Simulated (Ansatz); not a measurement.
Pressure series in Nb4AlC3

Consider Nb4AlC3 (space group P6_3/mmc, No. 194; a = 3.121 Å, c = 24.137 Å; a cell from a computed database, its experimental status unchecked).

Cell and atoms are relaxed at each pressure.

The values are results of PBEsol (Ansatz, a program for electronic structure; PAW; 420 eV plane waves; scalar-relativistic without spin-orbit coupling), not measurements.

Notes on the quantities. enthalpy: H = E + PV relative to the base's energy.

| variant | enthalpy | volume per atom |
|---|---|---|
| base | – | 12.73 Å³ |
| pressure −2 GPa | -0.16 eV/atom | 12.84 Å³ |
| pressure −1 GPa | -0.08 eV/atom | 12.78 Å³ |
| pressure 0.3 GPa | +0.02 eV/atom | 12.71 Å³ |
| pressure 0.7 GPa | +0.06 eV/atom | 12.69 Å³ |
| pressure 1.5 GPa | +0.12 eV/atom | 12.64 Å³ |
| pressure 3 GPa | +0.24 eV/atom | 12.57 Å³ |
| pressure 5 GPa | +0.39 eV/atom | 12.46 Å³ |
| pressure 7.5 GPa | +0.59 eV/atom | 12.34 Å³ |
| pressure 10 GPa | +0.78 eV/atom | 12.23 Å³ |

Load acts through the strain it causes; cell and atoms are relaxed under it. Whether these cells are dynamically stable was not tested. Competing high-pressure phases were not computed. All final runs are without spin polarisation.
